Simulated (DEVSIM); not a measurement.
System: Pd/SiO2/n-Si capacitor, at 300 K.

Layer 1 from the left is SiO2, thickness (nm) 3.50. Layer 2 from the left is Si, thickness (nm) 9700, Nd (cm⁻³) 3.5e15.

Metal gate on the left, work function 5.2 eV. Fixed charge at the semiconductor interface 5.4e10 cm⁻² (in units of +e); no interface traps.

Constants are typed, rounded textbook-type inputs, not results; the design itself was drawn at random and stands for no fabricated device. Values at 300 K.

SiO2: gap (eV) 9, affinity (eV) 0.9, permittivity 3.9. Si: gap (eV) 1.124, affinity (eV) 4.05, permittivity 11.7, Nc (cm⁻³) 2.86e19, Nv (cm⁻³) 3.1e19.

Simulated with DEVSIM: 1D Poisson equation in equilibrium, Boltzmann statistics, complete ionisation; no quantum confinement or tunnelling. Metal contacts follow the ideal Schottky-Mott rule: no Fermi-level pinning, no interface dipoles.

Q: What does the simulation give for the threshold voltage (band bending 2φF), the minimum of the low-frequency capacitance?

A: threshold voltage (band bending 2φF) 0.22 V; minimum of the low-frequency capacitance 0.0235 μF/cm².
